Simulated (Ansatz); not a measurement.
An Ansatz (an electronic-structure program) input (Ansatz, r2SCAN, PAW, cutoff 500 eV, spin-orbit coupling left out):

Ansatz 0.2 input:
```yaml
crystal:
  lattice:
    - [4.6281669394, 0, 0]
    - [-1.5427223131, 4.3634776364, 0]
    - [0, 0, 22.5577649639]
  atoms:
    - { symbol: K, position: [0.25, 0.25, 0.3324797475] }
    - { symbol: K, position: [0.75, 0.75, 0.5] }
    - { symbol: K, position: [1.25, 1.25, 0.6675202525] }
basis: { ecutwfc: 500, ecutrho_ratio: 4, xc_grid: 4, fft_grid_basis: typed }
kpoints: { mp_grid: { grid: [11, 11, 1] } }
hamiltonian:
  xc: r2scan
  dispersion: none
  pseudopotentials: { kind: paw }
scf: { occupations: { method: fermi_dirac, width: 0.05 }, convergence: { dr2_threshold: 0.0000000003 } }
relax: { f_tol: 0.01, max_steps: 50 }
output: { forces: true, stress: true }
checkpoint: { write: state.ck, write_every: 1000 }
```

Problem. Which symmetry and how many k-points will the program report, and about how many plane waves at Γ?

Solution. Space group Cmmm (ITA 65) with 8 operations, k-points 36 of 121, and 11627 plane waves at Γ.

Stability against distortions was not tested. The cell was made from K in the bcc (W type) structure (space group Im-3m, No. 229) by this change: a free-standing slab of 3 layers (3 atoms, 1 a layer) is cut normal to [110], with 15 Å of vacuum and the in-plane cell held at bulk.
